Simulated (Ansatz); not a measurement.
Relaxation of the outer planes of the (10-10) surface of bulk 2H WSe2 in its 1x1 cell (cut with top plane 2 Se + W, bottom plane 2 Se + W), outermost plane spacing 0.95 Å in the ideal cut.

Calculation: PBE with D3(BJ) dispersion (plane waves to 420 eV, PAW; Ansatz, a program for electronic structure).

Slab: 30 atoms, Se20W10, 12.3 Å thick at the start; k 8x2x1, smearing 0.025 eV, dipole-corrected; all atoms relaxed; start symmetry kept, larger cells not searched; no spin (no spin-polarised run to compare, though such a face may carry moments), no spin-orbit, no U. The slab shows no gap on its mesh.

```tsv
plane	atoms	bulk spacing to the next (Å)	relaxed spacing (Å)	change (%)	rumpling (Å)
1	W + 2 Se	0.947	(withheld)	(withheld)	(withheld)
2	2 Se + W	1.893	1.956	3.3	0.16 (Se outermost)
```

Question: Complete the blanks.

Answer: 
- 1, relaxed spacing (Å): 0.764
- 1, change (%): -19.2
- 1, rumpling (Å): 0.62 (Se outermost)
